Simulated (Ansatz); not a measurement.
The parent structure is CdSe in the wurtzite structure (space group P6_3mc, No. 186; a = 4.383 Å, c = 7.154 Å). Axes: x lies along a and z along c of the hexagonal cell.

All numbers come from plane-wave PAW DFT at the PBE level (Ansatz, a program for electronic structure, 420 eV), no SOC.

For the base:

Band gap: 0.54 eV

It is then changed as follows: biaxial strain −1.18 %, plane normal [001], relaxed out of plane (Cartesian); in-plane vectors clamped, the third vector and the atoms free.

What does the calculation give for the ratio −ε⊥/ε∥ and band gap after the change?

The ratio −ε⊥/ε∥ is 0.85; the band gap falls by 0.01 eV, from 0.54 eV to 0.53 eV.

No phonon test of stability was made.
